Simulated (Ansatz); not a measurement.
Band structure of Ta2N (P-3m1, 3 atoms in the cell).

```
CELL_PARAMETERS angstrom
      3.11286     0.00000     0.00000
     -1.55643     2.69582     0.00000
      0.00000     0.00000     4.86984
ATOMIC_POSITIONS crystal
  Ta 0.66667 0.33333 0.74529
  Ta 0.33333 0.66667 0.25471
  N  0.00000 0.00000 0.00000
```

Method of the run: PBE (plane waves, PAW; Ansatz, an electronic-structure program).

Settings: kpoints.mp_grid.grid = 10 10 6; hamiltonian.xc = pbe; hamiltonian.pseudopotentials = {kind: paw} (the program's default PAW files); scf.occupations.method = fermi_dirac; scf.occupations.width = 0.136 eV; kpoints.band_path.npoints = 8.

The starting cell comes from a database of computed structures (which also holds hypothetical and non-ambient phases and stackings), without a prior relaxation at this level. Spin-orbit coupling is off. Spin polarisation is off; with an odd number of electrons in the cell that forces a metal, and a magnetic state may lie lower.

Levels in eV from the Fermi level, bands 13 to 19:
```csv
point,13,14,15,16,17,18,19
Γ,-4.97,-0.64,-0.22,-0.22,0.27,0.29,0.29
M,-4.52,-2.62,-1.38,1.76,1.88,3.70,3.99
K,-3.34,-2.71,-2.71,1.28,1.28,2.94,3.44
A,-2.85,-2.65,-1.10,-1.10,1.77,1.89,2.30
L,-3.26,-2.16,-2.11,-0.27,0.73,3.28,3.51
H,-2.44,-1.92,-1.92,0.64,0.77,0.77,3.98
```

Bands cross the Fermi level along this path, so the cell is metallic at this level.

Keys are those of Ansatz 0.2.
